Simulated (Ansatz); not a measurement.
Consider CuAu (space group P4/mmm, No. 123; a = 2.813 Å, c = 3.593 Å; relaxed with 0.1 eV smearing). Axes: x, y, z lie along a, b, c of the conventional cell.

Structures relaxed with Ansatz (a first-principles code), PBEsol, PAW, cutoff 420 eV, spin-orbit coupling left out.

Base:

Simulated powder pattern, Co Kα, λ = 1.79026 Å (kinematic, ideal powder, no thermal factors, no anomalous dispersion; the 10 strongest lines at most, above 2 %, up to 2θ = 90°):

| 2θ (°) | I/Imax (%) | hkl |
|---|---|---|
| 28.85 | 21 | (001) |
| 37.11 | 23 | (100) |
| 47.68 | 100 | (101) |
| 53.49 | 36 | (110) |
| 59.77 | 13 | (002) |
| 61.91 | 12 | (111) |
| 72.49 | 7.6 | (102) |
| 79.06 | 12 | (200) |
| 84.35 | 21 | (112) |
| 86.23 | 5.3 | (201) |

Modification: uniaxial strain ε_xx = +2.50 %, all other strain components held at zero, atoms relaxed at fixed cell.

After the change:

Simulated powder pattern, Co Kα, λ = 1.79026 Å (kinematic, ideal powder, no thermal factors, no anomalous dispersion; the 10 strongest lines at most, above 2 %, up to 2θ = 90°):

```
2θ (°)  I/Imax (%)    hkl
------  ----------  -----
28.85           41  (001)
36.17           23  (100)
37.11           22  (010)
46.91          100  (101)
47.68           96  (011)
52.79           71  (110)
59.77           25  (002)
61.28           23  (111)
76.77           12  (200)
83.79           40  (112)
```

The indices refer to the base's conventional cell; one index is shown for lines that coincide. The space group is now Pmmm (No. 47).

Whether these cells are dynamically stable was not tested. All final runs are without spin polarisation.
